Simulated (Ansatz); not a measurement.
# Os: stress against strain

Os (hcp, P6_3/mmc, 13.896 Å³/atom at rest, c along z) under a strain ε along c (axis z), the other axes held. PBEsol in Ansatz, a plane-wave DFT program (PAW, default set), 420 eV, 24×24×14 Γ-centred mesh, Fermi-Dirac smearing 0.10 eV; ions are relaxed within the symmetry of each cell. Stress is positive for a compressed cell.

Here s stands for strain and y for stress zz.

```
strain (%)  stress zz (GPa)
----------  ---------------
-1.50                 13.95
-1.00                  9.12
-0.50                  4.48
0.00                   0.00
0.50                  -4.31
1.00                  -8.46
1.50                 -12.45
3.00                      ?
```

Taking a straight line for y over the 7 complete rows: Means: s 0, y 0.333. About the means, the sum of products is -61.575 and the sum of squares of s is 7.0000; the slope is their ratio. Least squares gives y = 0.333 - 8.7964·s. Residuals (row less fit): 0.422, -0.009, -0.251, -0.333, -0.245, 0.003, 0.412; standard error 0.341 (degrees of freedom: 5). The slope gives the elastic constant C33 = 880 ± 13 GPa.

**Question.** Estimate the missing y (s = 3.00); what did the run itself give?

**Answer.** y = 0.333 - 8.7964 × 3.0 = -26.056 GPa. The calculation gives -23.50 GPa, 2.556 GPa above the prediction (6.8 % of the range of y in the table). The row lies outside the fitted rows, so this is an extrapolation. From the scatter of the fitted rows alone, a prediction at this place has a standard error of 0.532 GPa, so the miss is 4.8 times that.

One order more, fitted to all 13 runs of the series, follows each within 0.05, so the miss is the next term of a smooth law. In a metal these values are sensitive to mesh and smearing; energies are taken to zero smearing, stresses follow the free energy. Rows are the converged runs of the series near zero and its far end; series whose fitted rows scatter by over a few per cent of the range, as at a crossing or softening among them, aren't shown in this form. Most that stay on the fit to the last digits aren't either.
